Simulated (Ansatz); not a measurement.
A constructed model of the (000-1) surface of wurtzite GaN (in the relaxation 3 Al–N bonds formed), N-terminated, 2x2 Al adatom at T4 (bottom of the slab: 3 H on 4 bottom sites)

The numbers are results of PBE (plane waves to 420 eV, PAW; Ansatz, an electronic-structure program), not measurements.

Slab: 44 atoms, 14.6 Å thick at the start with caps and adatoms; k 4x4x1, smearing 0.025 eV, dipole-corrected; 8 atoms held, the rest relaxed; start symmetry kept, larger cells not searched; no spin, no spin-orbit, no U. In PBE it lies 0.31 eV a 1x1 cell over the lowest computed structure of the same composition (2x2 Al adatom at H3).

* **gap of the slab on its k-mesh**: 0.65 eV
* **highest filled level below the top vacuum level**: 4.14 eV
* **energy released by relaxation**: 3.49 eV
* **cost**: about 22 core-minutes (a rough figure)
